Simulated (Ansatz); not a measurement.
GeSiC2 (model structure, started from the AlGaN2 type, P-4m2, No. 115, 4 atoms in the cell), treated with r²SCAN+SOC (Ansatz, a first-principles code, plane waves, PAW).

Settings: plane-wave cutoff 560 eV, 10×10×8 k mesh (along the axes of the cell as run), Fermi–Dirac smearing 0.01 eV, PAW data made under PBE.

Cell (relaxed with PBEsol):

```cif
data_C2GeSi
_chemical_formula_sum 'Ge1 Si1 C2'
_space_group_name_H-M_alt 'P-4m2'
_space_group_IT_number 115
_space_group_name_Hall 'P -4 -2'
_cell_length_a 3.15581
_cell_length_b 3.15581
_cell_length_c 4.45313
_cell_angle_alpha 90.000
_cell_angle_beta 90.000
_cell_angle_gamma 90.000
loop_
_atom_site_label
_atom_site_type_symbol
_atom_site_symmetry_multiplicity
_atom_site_Wyckoff_symbol
_atom_site_fract_x
_atom_site_fract_y
_atom_site_fract_z
_atom_site_occupancy
Ge1 Ge 1 c 0.50000 0.50000 0.50000 1
Si1 Si 1 a 0.00000 0.00000 0.00000 1
C1 C 2 g 0.00000 0.50000 0.23636 1
```

Give the computed band gap and smallest direct gap on the k points sampled.


- band gap = 1.78 eV (indirect)
- smallest direct gap on the k points sampled = 2.14 eV

Note: the relaxation could raise the start's symmetry but not lower it, so the cell can be a saddle point.

The computed numbers hold no vibrational or temperature effects.

It cost very roughly 4 core-minutes of CPU time.

A model structure was made by putting elements into a prototype or built by hand; it is no filed structure, need not be a known phase, and can be a saddle point held by its symmetry.
